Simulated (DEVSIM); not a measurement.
Structure: Schottky contact on n-type Ge, at 300 K.

| layer (left to right) | material | thickness (μm) | Nd (cm⁻³) | τn (s) | τp (s) |
|---|---|---|---|---|---|
| 1 | Ge | 17.0 | 1.1e15 | 1.5e-7 | 1.5e-7 |

Left contact: Schottky, work function 4.53 eV, emission velocity 3.5e6 cm/s. Right contact: ohmic. Voltage is applied to the left contact. Recombination: SRH at mid-gap, radiative. Mobility is constant in doping.

The device is made up for the run: typed textbook-type constants, with dimensions and the other settings drawn at random. Values at 300 K; Nc and Nv go as T^1.5, mobilities as T to minus their exponent, the gap by Varshni's rule with the affinity fixed.

```
parameter               Ge
----------------  --------
gap (eV)             0.664
affinity (eV)            4
permittivity            16
Nc (cm⁻³)          1.04e19
Nv (cm⁻³)             6e18
μn (cm²/Vs)           3900
μp (cm²/Vs)           1900
T exponent of μn      1.66
T exponent of μp      2.33
B (cm³/s)          6.4e-14
Varshni α (eV/K)  0.000477
Varshni β (K)          235
```

DEVSIM, 1D drift-diffusion, Boltzmann statistics, complete ionisation; no tunnelling, impact ionisation, image-force lowering or self-heating. Metal contacts follow the ideal Schottky-Mott rule: no Fermi-level pinning, no interface dipoles.

The temperature was swept, all else fixed.

| temperature (K) | largest field in the device at zero bias (V/cm) | potential step across the device at zero bias (V) |
|---|---|---|
| 250 | 9800 | 0.339 |
| 300 | 16000 | 0.293 |
| 350 | … | 0.248 |
| 400 | 66000 | 0.221 |
| 450 | 110000 | 0.221 |
| 500 | 170000 | 0.228 |

Fill in the missing entries.


- 350, largest field in the device at zero bias (V/cm): 34000
